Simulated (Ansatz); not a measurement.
MgGaNO (model structure, started from the AlSiCN type, P3m1, No. 156, 4 atoms in the cell)

Level of theory: LDA in Ansatz (PAW).

Numerical settings: plane-wave cutoff 520 eV, 12×12×6 k mesh (along the axes of the cell as run), Fermi–Dirac smearing 0.01 eV, scalar-relativistic PAW data made under PBE.

Cell (relaxed at this level):

Space group P3m1 (No. 156); a = b = 3.202 Å, c = 5.102 Å, α = β = 90.00°, γ = 120.00°

```tsv
atom	site	symmetry	x	y	z
Ga	1b	3m.	0.3333	0.6667	0.5072
Mg	1c	3m.	0.6667	0.3333	0.0094
O	1b	3m.	0.3333	0.6667	0.1284
N	1c	3m.	0.6667	0.3333	0.6049
```

```
Item                                Value
------------  ---------------------------
band gap      2.30 eV (on the SCF k mesh)
bulk modulus                      158 GPa
```

Note: the bulk modulus is −V dP/dV from two relaxed cells at ±2 % in volume; the relaxation could raise the start's symmetry but not lower it, so the cell can be a saddle point.

Spin–orbit coupling is not included.

Computed values are for the static lattice.

A model structure was made by putting elements into a prototype or built by hand; it is no filed structure, need not be a known phase, and can be a saddle point held by its symmetry.

Ansatz is a quantum-chemistry and plane-wave program.
